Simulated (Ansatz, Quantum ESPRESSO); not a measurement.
## Code comparison for SrAg5 (P6/mmm, 6 atoms in the cell)

Self-consistent single point.

```yaml
crystal:
  lattice:
    - [5.71045, 0.00000, 0.00000]
    - [-2.85522, 4.94540, 0.00000]
    - [0.00000, 0.00000, 4.60490]
  atoms:
    - { symbol: Sr, position: [0.00000, 0.00000, 0.00000] }
    - { symbol: Ag, position: [0.66667, 0.33333, 0.00000] }
    - { symbol: Ag, position: [0.33333, 0.66667, 0.00000] }
    - { symbol: Ag, position: [0.50000, 0.00000, 0.50000] }
    - { symbol: Ag, position: [0.50000, 0.50000, 0.50000] }
    - { symbol: Ag, position: [0.00000, 0.50000, 0.50000] }
```

Shared settings, as Ansatz (a first-principles code) writes them: kpoints.mp_grid.grid = 5 5 5; magnetization.spin_orbit = true; scf.occupations.method = fermi_dirac; scf.occupations.width = 0.0037 Ry. Potentials and cutoffs stand in the table.

| code | model | pressure (GPa) | cutoff |
|---|---|---|---|
| Quantum ESPRESSO | PBEsol, spin-orbit coupling, PSlibrary fully relativistic PAW (PBE) pseudopotentials | -3.65 | 50 Ry |
| Ansatz | PBEsol with spin-orbit coupling, PAW files made with PBE | -2.74 | default |

The spread over the programs that give each value: pressure within 0.91 GPa.

Ansatz's pressure is given at a fixed set of plane waves, as the other plane-wave codes print theirs; with its correction for the finite basis it is -2.63 GPa.

The starting cell comes from a database of computed structures (which also holds hypothetical and non-ambient phases and stackings), without a prior relaxation at this level.

Left out of this page: SIESTA (not drawn, or without a comparable value).

Keys are those of Ansatz 0.2.
